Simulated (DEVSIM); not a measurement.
System: abrupt In0.53Ga0.47As p-n junction, at 300 K.

Layer 1 from the left is In0.53Ga0.47As, thickness (μm) 1.30, Na (cm⁻³) 3.7e15, τn (s) 9.4e-9, τp (s) 9.4e-9. Layer 2 from the left is In0.53Ga0.47As, thickness (μm) 83.0, Nd (cm⁻³) 4.1e16, τn (s) 9.4e-9, τp (s) 9.4e-9.

Left contact: ohmic. Right contact: ohmic. Voltage is applied to the left contact. Recombination: SRH at mid-gap, radiative. Mobility is μmin + (μ − μmin)/(1 + (N/Nref)^α).

This is a model device: material constants are rounded textbook-type values typed into the input, and sizes, dopings and lifetimes were drawn at random. Values at 300 K.

In0.53Ga0.47As: gap (eV) 0.74, affinity (eV) 4.51, permittivity 13.9, Nc (cm⁻³) 2.1e17, Nv (cm⁻³) 7.7e18, μn (cm²/Vs) 12000, μp (cm²/Vs) 300, μn,min 300, μp,min 10, Nref,n 1.3e17, Nref,p 4.9e17, αn 0.48, αp 0.4, B (cm³/s) 9.6e-11.

Model (solved in DEVSIM): 1D drift-diffusion, Boltzmann statistics, complete ionisation; no tunnelling, impact ionisation, image-force lowering or self-heating.

Dark forward current:

```tsv
|V| (V)	|J| (A/cm²)
0.05	0.0005249
0.10	0.003726
0.15	0.02440
0.20	0.1606
0.25	1.058
0.30	6.751
0.35	36.56
0.40	129.8
0.45	293.0
0.50	500.3
0.55	732.7
0.60	980.3
0.65	1238
0.70	1502
0.75	1772
0.80	2046
```

Question: Work out the local ideality factor n = ΔV / (kT/q · ln(J2/J1)) between the rows 0.15 and 0.20 V, 0.20 and 0.25 V, 0.75 and 0.80 V.

Answer: kT/q = 25.85 mV. From 0.15 to 0.20 V: ln(0.1606/0.02440) = 1.884, n = 1.03, near the 1 of diffusion or emission over a barrier. From 0.20 to 0.25 V: ln(1.058/0.1606) = 1.885, n = 1.03, near the 1 of diffusion or emission over a barrier. From 0.75 to 0.80 V: ln(2046/1772) = 0.144, n = 13.45.

Question: Estimate the current at 0.20 V from the Shockley equation with J0 = Σ q ni² D/(N L) coth(W/L), τ joining the SRH, radiative and Auger lifetimes that are on, and W taken as the whole layer.

Answer: ni² = 5.97e23 cm⁻⁶; electrons in the p layer: μ = 10200 cm²/Vs, D = 264 cm²/s, τ = 9.37e-9 s, L = 15.7 μm, W/L = 0.083, term 5.26e-5 A/cm²; holes in the n layer: μ = 222 cm²/Vs, D = 5.73 cm²/s, τ = 9.06e-9 s, L = 2.28 μm, W/L = 36, term 5.87e-8 A/cm². J0 = 5.27e-5 A/cm², and J = J0 exp(qV/kT) = 0.121 A/cm². The simulation gives 0.161 A/cm²; the estimate lies 25 % below. The estimate leaves out recombination in the depletion region and that region's share of W.
